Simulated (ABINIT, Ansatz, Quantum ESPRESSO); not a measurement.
## One structure in several programs: CsPbBr₃ (Pm-3m, 5 atoms in the cell)

Self-consistent single point.

```
CsPbBr3
1.0
    5.87000     0.00000     0.00000
    0.00000     5.87000     0.00000
    0.00000     0.00000     5.87000
Cs Pb Br
1 1 3
Direct
  0.00000   0.00000   0.00000
  0.50000   0.50000   0.50000
  0.50000   0.00000   0.50000
  0.00000   0.50000   0.50000
  0.50000   0.50000   0.00000
```

Shared settings, as Ansatz (a quantum-chemistry and plane-wave program) writes them: kpoints.mp_grid.grid = 3 3 3; magnetization.spin_orbit = true; scf.occupations.method = fermi_dirac; scf.occupations.width = 0.01 eV. Potentials and cutoffs stand in the table.

```csv
code,model,pressure (GPa),cutoff
ABINIT,"PBE, spin-orbit coupling, PAW (JTH v2.0 PBE PAW)",0.97,21 Ha
Ansatz,"PBE with spin-orbit coupling, default PAW files",1.02,420 eV
Quantum ESPRESSO,"PBE, spin-orbit coupling, PseudoDojo fully relativistic norm-conserving (PBE) pseudopotentials",1.06,60 Ry
```

The spread over the programs that give each value: pressure within 0.09 GPa.

Ansatz's pressure is given at a fixed set of plane waves, as the other plane-wave codes print theirs.

The shared mesh is coarse (it stands for a supercell whose shortest vector is 18 Å), so the values are not converged in it.

This mesh misses zone-boundary points where a band edge of such crystals can lie, so no gaps are given.

The starting cell has typed, rounded lattice constants, without a prior relaxation at this level.

Left out of this page: FLEUR (failed or unconverged); SIESTA (not drawn, or without a comparable value).

Keys are those of Ansatz 0.2.
